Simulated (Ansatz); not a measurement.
Output of an Ansatz run (abridged):

```
WARN ansatz: RAYON_NUM_THREADS=1 ignored (pool sized by the plan → 1); use --threads N
Pseudopotentials: kind: paw
Pseudopotential: K, paw, valence charge 9
Pseudopotential: Mg, paw, valence charge 10
Pseudopotential: F, paw, valence charge 7
Crystal: 5 atoms, lattice volume = 64.479 Å³
Basis set: ecut = 420 eV, 1237 PW (Γ)
Bands: 25, of which v1, the nominal top of the filled ones, is band 20 counted from 1 (19 counted from 0)
Symmetry: 48 space group operations
Space group: Pm-3m (ITA 221), of the structure as read, at distance tolerance 4.0e-5 Å
k-points: 20 of 216
PAW frozen core: K, regenerated for the run's functional, and the local potential with it
PAW frozen core: Mg, regenerated for the run's functional, and the local potential with it
PAW frozen core: F, regenerated for the run's functional, and the local potential with it
Initial density: superposition of atomic densities (neutral atoms: chi_scale 0, normalization atom), corrected by the library's trained network
Initial wavefunctions: pseudopotential atomic-orbital guess
Eigensolver: davidson
Functional: x = slater, c = lda
SCF iter   1: F=—  HF=-5787.610113 eV  |F-HF|=—  |Δ(HF+E_count)|=         —  Δρ=1.99e-2  dr2=1.77e-1  ethr=1.77e-3  ⟨swp⟩=6.3  Hψ=2462  notcnv=0
all-band conjugate gradients solve this SCF's bands
preconditioner: auto → Resta (q_TF=auto, 2.520 Å⁻¹)
SCF iter   2: F=—  HF=-5787.554594 eV  |F-HF|=—  |Δ(HF+E_count)|=   5.55e-2  Δρ=5.42e-3  dr2=5.92e-3  ethr=4.43e-4  ⟨swp⟩=2.0  Hψ=980  notcnv=0  defer=17
SCF iter   3: F=—  HF=-5787.552342 eV  |F-HF|=—  |Δ(HF+E_count)|=   2.25e-3  Δρ=2.20e-3  dr2=1.73e-3  ethr=1.48e-5  ⟨swp⟩=2.0  Hψ=878  notcnv=0  defer=20
SCF iter   4: F=—  HF=-5787.551971 eV  |F-HF|=—  |Δ(HF+E_count)|=   3.71e-4  Δρ=1.02e-3  dr2=3.54e-4  ethr=4.34e-6  ⟨swp⟩=1.0  Hψ=480  notcnv=0  defer=20
SCF iter   5: F=—  HF=-5787.551837 eV  |F-HF|=—  |Δ(HF+E_count)|=   1.34e-4  Δρ=2.24e-4  dr2=1.85e-5  ethr=8.86e-7  ⟨swp⟩=2.2  Hψ=605  notcnv=0  defer=20
SCF iter   6: F=—  HF=-5787.551834 eV  |F-HF|=—  |Δ(HF+E_count)|=   3.47e-6  Δρ=2.41e-5  dr2=2.24e-7  ethr=4.63e-8  ⟨swp⟩=2.0  Hψ=680  notcnv=0  defer=20
SCF iter   7: F=-5787.551834 eV  HF=-5787.551834 eV  |F-HF|=1.21e-9  |Δ(HF+E_count)|=   1.03e-8  Δρ=2.28e-6  dr2=5.48e-9  ethr=2.50e-10  ⟨swp⟩=8.0  Hψ=2181  notcnv=0
SCF 1 converged in 7 iterations: F = -5787.551834 eV  dr2 = 5.48e-9
SCF converged after 7 iterations
Free energy (F): -5787.551834 eV
Harris-Foulkes:  -5787.551834 eV  (|F-HF|=1.21e-9)
Internal energy: -5787.551834 eV  (E = F + TS)
E sigma→0 (E₀):  -5787.551834 eV
Fermi energy:    5.702460 eV
--- Per-component energies (eV) ---
  E_band       = -517.310885
  E_kinetic    = 949.174514
  E_local      = -3753.845903  (includes V_loc(G=0)·N_el)
  E_nonlocal   = 338.181077
  E_hartree    = 1358.037233
  E_xc         = -397.998007
  E_vxc        = -506.827387  (∫ρ·V_xc dr)
  E_paw        = -1576.540324  (= ΣΔE_a)
  E_vpaw       = -260.076519  (= ΣTr[D̂ρ^β])
  E_aug_tail   = 0.006154  (compensation charges beyond the density's cutoff)
  E_ewald      = -2705.314313
  E_core_change = 0.747734  (= ΣΔE_core)
  E_smearing   = -0.000000  (= −TS)
  E_closure    = 0.000000  (closes the sum)
  Σ components = -5787.551834   (vs F -5787.551834, Δ=0.00e0)
--- Forces (eV/Å), atoms counted from 1 ---
  atom   1  K      0.00000000     0.00000000     0.00000000
   [... zero for the other atoms too ...]
  max |Σ_I F_I| component: 5.48e-29 eV/Å
--- Stress (GPa, compression-positive) ---
       -5.594688       0.000000       0.000000
       -0.000000      -5.594688       0.000000
        0.000000       0.000000      -5.594688
  P = ⅓ Tr σ = -5.5947 GPa (-55.947 kbar)
  The stress holds the Pulay correction. Without it, at fixed plane waves, as pw.x and ABINIT print it: P = -6.3480 GPa
--- Band table (eV; the first three rows and the last of 20) ---
  k-point 0: bands = ["-67.7285", "-35.1711", "-35.1711", "-35.1711", "-22.9851", "-17.4385", "-16.7698", "-16.7698", "-6.6842", "-6.6842", "-6.6842", "-0.1676", "-0.1676", "-0.1676", "1.6313", "1.6313", "1.6313", "1.9282", "1.9282", "1.9282", [...]
  k-point 1: bands = ["-67.7285", "-35.1728", "-35.1711", "-35.1711", "-22.9779", "-17.4063", "-16.8042", "-16.7677", "-6.6804", "-6.6699", "-6.6699", "-0.1502", "-0.1376", "-0.1376", "1.5651", "1.5736", "1.5736", "1.6639", "1.8750", "1.8750", [...]
  k-point 2: bands = ["-67.7285", "-35.1761", "-35.1710", "-35.1710", "-22.9635", "-17.3300", "-16.8845", "-16.7632", "-6.6728", "-6.6410", "-6.6410", "-0.0717", "-0.0717", "-0.0549", "1.1189", "1.4399", "1.4540", "1.4540", "1.7727", "1.7727", [...]
  k-point 19: bands = ["-67.7284", "-35.1773", "-35.1773", "-35.1773", "-22.9220", "-16.9355", "-16.9355", "-16.9355", "-6.8778", "-6.8778", "-6.8778", "-1.6724", "0.5826", "0.5826", "0.5826", "1.1340", "1.1340", "2.2526", "2.2526", "2.2526", [...]
```

The structure:

```
CELL_PARAMETERS angstrom
      4.00995     0.00000     0.00000
      0.00000     4.00995     0.00000
      0.00000     0.00000     4.00995
ATOMIC_POSITIONS crystal
  K  0.00000 0.00000 0.00000
  Mg 0.50000 0.50000 0.50000
  F  0.50000 0.00000 0.50000
  F  0.00000 0.50000 0.50000
  F  0.50000 0.50000 0.00000
```

### Question
What input produced this log?

### Answer
Other spellings and defaults could give the same log, and not every line can be read from it. The input that was run (DFT, LDA (PW92), plane waves, default PAW files made with PBE):

Ansatz 0.2 input:
```yaml
# KMgF3
crystal:
  lattice:
    - [4.009950, 0.000000, 0.000000]
    - [0.000000, 4.009950, 0.000000]
    - [0.000000, 0.000000, 4.009950]
  atoms:
    - { symbol: K, position: [0.000000, 0.000000, 0.000000] }
    - { symbol: Mg, position: [0.500000, 0.500000, 0.500000] }
    - { symbol: F, position: [0.500000, 0.000000, 0.500000] }
    - { symbol: F, position: [0.000000, 0.500000, 0.500000] }
    - { symbol: F, position: [0.500000, 0.500000, 0.000000] }
basis:
  ecutwfc: 420.0
kpoints:
  mp_grid: { grid: [6, 6, 6] }
hamiltonian:
  xc: lda
  pseudopotentials: { kind: paw }
scf:
  occupations: { method: fermi_dirac, width: 0.02 }
output:
  forces: true
  eigenvalues: true
  stress: true
```

The starting cell has typed, rounded lattice constants, without a prior relaxation at this level. Its lattice was rescaled by up to half a per cent. With a pressure of about -6 GPa the cell is away from its equilibrium volume at this level. Ansatz's pressure includes its estimate of the finite-basis (Pulay) stress. Without the estimate this run gives -6.35 GPa.

Ansatz is an electronic-structure program.
